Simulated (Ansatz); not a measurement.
**GaAlAs₂ (model structure, P-4m2, No. 115, 4 atoms in the cell): properties by level of theory**

```
level (code)     lattice parameter a (Å)  c axis length (Å)  bulk modulus B0 (GPa)  cohesive energy (eV/atom)
---------------  -----------------------  -----------------  ---------------------  -------------------------
LDA (Ansatz)                       3.974                  ?                   75.1                          ?
PBE (Ansatz)                       4.059              5.731                   64.2                       3.42
PBEsol (Ansatz)                        ?                  ?                   70.9                          ?
```

Question: Some entries are withheld; supply them.

Answer: 
- LDA (Ansatz, a program for electronic structure), c axis length (Å): 5.611
- LDA (Ansatz), cohesive energy (eV/atom): 4.25
- PBEsol (Ansatz), lattice parameter a (Å): 4.010
- PBEsol (Ansatz), c axis length (Å): 5.662
- PBEsol (Ansatz), cohesive energy (eV/atom): 3.80

Caveats: the bulk modulus is −V dP/dV from two relaxed cells at ±2 % in volume (LDA, PBE, PBEsol). Ansatz's density-functional and Hartree–Fock values are scalar-relativistic unless marked +SOC, with PAW data made under PBE.

Free atoms are spin-polarised, in the lowest state found; at levels without +SOC their spin–orbit coupling is left out.

Static lattice: no zero-point or thermal effects.

A model structure was made by putting elements into a prototype or built by hand; it is no filed structure, need not be a known phase, and can be a saddle point held by its symmetry.
